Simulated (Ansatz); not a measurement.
Worked example: self-consistent single point of Y2Al3Si2 (C2/m, 7 atoms in the cell) in Ansatz (a program for electronic structure).

Method of the run: BLYP, default PAW files made with PBE (plane waves; Ansatz).

```xyz
7
Lattice="5.1100 -2.0177 0.0000 5.1100 2.0177 0.0000 -1.3034 0.0000 6.4874" Properties=species:S:1:pos:R:3 pbc="T T T"
Y      5.9175     0.0000     2.0954
Y      2.9992     0.0000     4.3919
Al     2.9504     0.0000     0.8706
Al     5.9663     0.0000     5.6168
Al     0.0000     0.0000     0.0000
Si     0.1169     0.0000     4.1539
Si     8.7997     0.0000     2.3335
```

Reference input (self-consistent single point, DFT, PBEsol, plane waves, default PAW files made with PBE): basis.ecutwfc = 30.9 Ry; kpoints.mp_grid.grid = 5 5 3; hamiltonian.xc = pbesol; hamiltonian.pseudopotentials = {kind: paw} (the program's default PAW files); scf.occupations.method = fermi_dirac; scf.occupations.width = 0.0073 Ry. This run's input differs from it in these lines:

Ansatz 0.2 input:
```diff
@@ -18,3 +18,3 @@
 hamiltonian:
-  xc: pbesol
+  xc: blyp
   pseudopotentials: { kind: paw }
```

Log, with long lists cut:

```
SCF iter   1: F=—  HF=-10626.185105 eV  |F-HF|=—  |Δ(HF+E_count)|=         —  Δρ=7.26e-3  dr2=1.22e-1  ethr=1.77e-3  ⟨swp⟩=6.8  Hψ=3326  notcnv=0
all-band conjugate gradients solve this SCF's bands
preconditioner: auto → Kerker (q_TF=auto, 2.222 Å⁻¹)
SCF iter   2: F=—  HF=-10626.160889 eV  |F-HF|=—  |Δ(HF+E_count)|=   2.42e-2  Δρ=4.18e-3  dr2=3.93e-2  ethr=3.13e-4  ⟨swp⟩=1.0  Hψ=840  notcnv=0
SCF iter   3: F=—  HF=-10626.151322 eV  |F-HF|=—  |Δ(HF+E_count)|=   9.57e-3  Δρ=7.06e-4  dr2=8.73e-4  ethr=1.01e-4  ⟨swp⟩=2.0  Hψ=921  notcnv=0
SCF iter   4: F=—  HF=-10626.151253 eV  |F-HF|=—  |Δ(HF+E_count)|=   6.98e-5  Δρ=1.02e-4  dr2=1.81e-5  ethr=2.24e-6  ⟨swp⟩=2.4  Hψ=957  notcnv=0
SCF iter   5: F=—  HF=-10626.151345 eV  |F-HF|=—  |Δ(HF+E_count)|=   9.19e-5  Δρ=2.82e-5  dr2=1.24e-6  ethr=4.63e-8  ⟨swp⟩=2.5  Hψ=903  notcnv=0
SCF iter   6: F=-10626.151345 eV  HF=-10626.151345 eV  |F-HF|=1.30e-9  |Δ(HF+E_count)|=   4.60e-7  Δρ=5.21e-6  dr2=5.79e-8  ethr=2.56e-10  ⟨swp⟩=7.5  Hψ=2878  notcnv=0
SCF 1 converged in 6 iterations: F = -10626.151345 eV  dr2 = 5.79e-8
Free energy (F): -10626.151345 eV
Internal energy: -10626.092143 eV  (E = F + TS)
E sigma→0 (E₀):  -10626.121744 eV
Entropy (-TS):   -0.059202 eV (-8.457 meV/atom)
Fermi energy:    10.248461 eV
--- Forces (eV/Å), atoms counted from 1 ---
  atom   1  Y      0.05850988     0.00000000    -0.14930030
  atom   2  Y     -0.05850988    -0.00000000     0.14930030
  atom   3  Al    -0.02772957    -0.00000000     0.01070281
  atom   4  Al     0.02772957     0.00000000    -0.01070281
  atom   5  Al     0.00000000     0.00000000    -0.00000000
  atom   6  Si     0.06433103    -0.00000000     0.00456679
  atom   7  Si    -0.06433103     0.00000000    -0.00456679
--- Stress (GPa, compression-positive) ---
        3.338244       0.000000       0.077933
        0.000000       4.398438       0.000000
        0.077933       0.000000       4.681067
  P = ⅓ Tr σ = 4.1392 GPa (41.392 kbar)
  The stress holds the Pulay correction. Without it, at fixed plane waves, as pw.x and ABINIT print it: P = 4.1046 GPa
```

The run converged in 6 iterations. Against the reference run the pressure goes from -1.99 to 4.14 GPa and the largest force goes from 0.041 to 0.160 eV/Å.

The starting cell comes from a database of published, mostly measured structures (it also holds non-ambient and calculated ones), without a prior relaxation at this level. With a pressure of about 4 GPa the cell is away from its equilibrium volume at this level. Ansatz's pressure includes its estimate of the finite-basis (Pulay) stress.
